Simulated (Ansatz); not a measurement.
## Response to strain in GaP

Consider GaP in the zinc blende structure (space group F-43m, No. 216; a = 5.4513 Å). Axes: x, y, z lie along the cube axes.

Strains are applied to the cell and any free atomic positions relax; under biaxial strain the out-of-plane vector relaxes too.

Level of theory: r2SCAN (Ansatz, an electronic-structure program, PAW, scalar-relativistic without spin-orbit coupling).

Candidates:
(a) biaxial strain +1.67 %, plane normal [111], relaxed out of plane
(b) biaxial strain +1.25 %, plane normal [111], relaxed out of plane
(c) biaxial strain +0.83 %, plane normal [111], relaxed out of plane
(d) biaxial strain +2.08 %, plane normal [111], relaxed out of plane

For the base:

```
Property    Value
--------  -------
Band gap  1.85 eV
```

### Question
Order them by band gap, highest first.

### Answer
(c) biaxial strain +0.83 %, plane normal [111], relaxed out of plane (1.80 eV), (b) biaxial strain +1.25 %, plane normal [111], relaxed out of plane (1.71 eV), (a) biaxial strain +1.67 %, plane normal [111], relaxed out of plane (1.61 eV), (d) biaxial strain +2.08 %, plane normal [111], relaxed out of plane (1.51 eV)

Gaps are read on the SCF mesh and a high-symmetry path. Whether these cells are dynamically stable was not tested.
